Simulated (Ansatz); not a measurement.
A (5,5) silicon nanotube has 20 atoms in a period of 3.846 Å, a mean diameter of 10.70 Å, and lies 37 meV/atom over the flat sheet relaxed at the same level.

All values below come from PBE (plane waves to 420 eV, PAW; Ansatz, a first-principles code). Mesh 1×1×18. No spin polarisation. One-dimensional cell, images about 11 Å apart. A hypothetical model, rolled from the flat sheet. Symmetry and one short period hold its shape; lower forms weren't sought.

Problem. Which bending rigidity of the sheet does this imply in the thin-plate picture?

Solution. A plate bent to radius R stores D/(2R²) an area. The area an atom is π × 10.70 × 3.846/20 = 6.46 Å², so the stored energy is 0.037/6.46 = 0.0057 eV/Å². With R = 5.350 Å, D = 2R² × 0.0057 = 0.33 eV.
